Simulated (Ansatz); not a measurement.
**Pressure series in hypothetical diamond Ti**

Start from Ti in the diamond structure (space group Fd-3m, No. 227; a = 5.679 Å; a hypothetical phase, not in the database extracts checked).

Cell and atoms are relaxed at each pressure.

All numbers come from PBE (Ansatz, a quantum-chemistry and plane-wave program; PAW; 420 eV plane waves; no SOC).

```json
[
 {"P (GPa)": "-2.00", "V (Å³/atom)": "24.357"},
 {"P (GPa)": "-0.98", "V (Å³/atom)": "23.548"},
 {"P (GPa)": "0.30", "V (Å³/atom)": "22.715"},
 {"P (GPa)": "0.70", "V (Å³/atom)": "22.474"},
 {"P (GPa)": "1.49", "V (Å³/atom)": "21.999"},
 {"P (GPa)": "3.00", "V (Å³/atom)": "21.138"},
 {"P (GPa)": "5.01", "V (Å³/atom)": "20.160"},
 {"P (GPa)": "7.51", "V (Å³/atom)": "19.041"},
 {"P (GPa)": "10.02", "V (Å³/atom)": "18.168"}
]
```

Question: Fit a third-order Birch–Murnaghan equation of state.

Answer: Least squares on P(V) = (3B₀/2)[(V₀/V)^(7/3) − (V₀/V)^(5/3)]·[1 + (3/4)(B₀′ − 4)((V₀/V)^(2/3) − 1)] gives V₀ = 22.90 Å³/atom, B₀ = 34 GPa and B₀′ = 2.3.

Load acts through the strain it causes; cell and atoms are relaxed under it. Stability against distortions was not tested. No other phases were tried under pressure. All final runs are without spin polarisation. Ti has a high density of states at the Fermi level and may be magnetic at this level.
